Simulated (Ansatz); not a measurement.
## Pressure series in TiO2

Base system: TiO2 in the rutile structure (space group P4_2/mnm, No. 136; a = 4.5912 Å, c = 2.9391 Å).

Cell and atoms are relaxed at each pressure.

Method: PBEsol (Ansatz, a program for electronic structure, PAW, without spin-orbit coupling).

Candidates:
(a) pressure −2 GPa
(b) pressure 15 GPa
(c) pressure 100 GPa
(d) pressure 7 GPa

Base values:

```
Item        Value
--------  -------
Band gap  1.87 eV
```

### Question
Order them by band gap, highest first.

### Answer
(c) pressure 100 GPa (2.32 eV), (b) pressure 15 GPa (1.93 eV), (d) pressure 7 GPa (1.89 eV), (a) pressure −2 GPa (1.87 eV)

Load acts through the strain it causes; cell and atoms are relaxed under it. Stability against distortions was not tested. Competing high-pressure phases were not computed. The final runs are not spin-polarised.
